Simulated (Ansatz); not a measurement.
**Zr₂AlN (P6_3/mmc): resistivity and electron-phonon coupling**

Consider the following.

```xyz
8
Lattice="3.2213 0.0000 0.0000 -1.6106 2.7897 0.0000 0.0000 0.0000 14.3161" Properties=species:S:1:pos:R:3 pbc="T T T"
Zr     1.6106     0.9299     8.4193
Zr     0.0000     1.8598     5.8968
Zr     0.0000     1.8598     1.2612
Zr     1.6106     0.9299    13.0549
Al     1.6106     0.9299     3.5790
Al     0.0000     1.8598    10.7371
N      0.0000     0.0000     7.1581
N      0.0000     0.0000     0.0000
```

Level of theory: PBEsol, DFPT electron-phonon coupling, linearised Boltzmann equation (plane waves, PAW, scalar-relativistic; Ansatz, a program for electronic structure). How the cell was made: relaxed with this functional, without spin-orbit coupling.

```yaml
resistivity at 300 K: 22 (x), 22 (y), 26 (z) μΩ·cm
electron-phonon coupling λ: 0.34
transport coupling λ_tr: 0.35 (x), 0.35 (y), 0.34 (z)
logarithmic_mean_phonon_energy: 25 meV
density of states at the Fermi level: 1.56 states/(eV·spin·cell)
drude_plasma_energy: 4.0 (x), 4.0 (y), 3.7 (z) eV
```

A metal at this level (no band gap). Only scattering by harmonic phonons is included (no impurities, grain boundaries, electron-electron scattering or thermal expansion). Spin-orbit coupling is left out. Halving the electron mesh (32x32x8) moves the resistivity by up to 2 % at 300 K, the coupling by up to 5 %. Smearing 0.20 eV; phonons on a 5x5x1 q mesh, which this run doesn't test and which matters most at low temperature.

Computed structure with no diffraction record at hand here (it may be known, metastable or hypothetical): Zr2AlN (P6_3/mmc).
